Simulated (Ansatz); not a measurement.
The reference is BaO in the rock salt structure (space group Fm-3m, No. 225; a = 5.490 Å).

Method: PBEsol (Ansatz, an electronic-structure program, PAW, scalar-relativistic without spin-orbit coupling).

One change was made to it. Results:

```tsv
quantity	base	after
band gap	1.84 eV	0.64 eV
electron mass	1.2 mₑ along k, 0.38 mₑ across (at X)	1.2 mₑ along k, 0.34 mₑ across (at X)
lattice parameter a	5.490 Å	5.087 Å
```

Q: Which change produced these results?
A) pressure −1 GPa
B) pressure 9 GPa
C) pressure 15 GPa
D) pressure 30 GPa

A: D, pressure 30 GPa. For comparison, the band gap in the other runs: pressure 9 GPa gives 1.43 eV; pressure 15 GPa gives 1.19 eV; pressure −1 GPa gives 1.89 eV.

Load acts through the strain it causes; cell and atoms are relaxed under it. Masses are band curvatures over ±0.01 Å⁻¹ around the edge. Along k means along the line from Γ to the band edge. Whether these cells are dynamically stable was not tested. Competing high-pressure phases were not computed.
